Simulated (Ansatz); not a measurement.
Do energy and pressure agree? Two volumes of HfC (I4mm, 2 atoms in the cell)

```xyz
2
Lattice="0.0000 2.3316 2.3316 2.3316 0.0000 2.3316 2.3316 2.3316 0.0000" Properties=species:S:1:pos:R:3 pbc="T T T"
Hf     0.0000     0.0000     0.0500
C      2.3316     2.3316     2.3316
```

Level of theory: LDA (PW92), default PAW files made with PBE (plane waves; Ansatz, a quantum-chemistry and plane-wave program).

Settings: basis.ecutwfc = 1010 eV; kpoints.mp_grid.grid = 12 12 12; hamiltonian.xc = lda; hamiltonian.pseudopotentials = {kind: paw} (the program's default PAW files); scf.occupations.method = fermi_dirac; scf.occupations.width = 0.1 eV. This cutoff ends a ladder whose last two steps agree within 1 meV/atom.

The second cell is the first with its lattice scaled by 0.98, at the same fractional positions.

The starting cell has typed, rounded lattice constants, without a prior relaxation at this level. Its lattice was rescaled by up to half a per cent. One atom was moved a little off its site on purpose. Ansatz's pressure includes its estimate of the finite-basis (Pulay) stress.

| cell | volume (Å³/atom) | pressure (GPa) | F less the first cell's (meV/atom) |
|---|---|---|---|
| first | 12.6754 | -13.47 | 0.00 |
| second | 11.9300 | 0.71 | ? |

Question: Estimate the energy of the second cell from the pressures, and the bulk modulus between the two volumes.

Answer: With P = −dF/dV, the trapezoid gives ΔF ≈ −(P₁ + P₂)/2 · ΔV = −(-6.380 GPa) · (-0.7454 Å³) = -29.68 meV/atom (1 eV/Å³ = 160.22 GPa). The modulus at fixed fractional positions is B = −ΔP/Δln V = 234 GPa, a mean over the interval. P(V) is curved, so the trapezoid lies high by about |ΔV|³·B·(1 + B′)/(12·V̄²) = 1.66 meV/atom for an assumed B′ = 4, which leaves -31.34 meV/atom. The runs gave -31.37 meV/atom, a miss of 0.03 meV/atom. Cases were kept where this miss is small, so the page shows the method and is no test of it.

Left out of this page: 15 runs of the series outside the window shown, repeating another row's setting, or not comparable.

Keys are those of Ansatz 0.2.
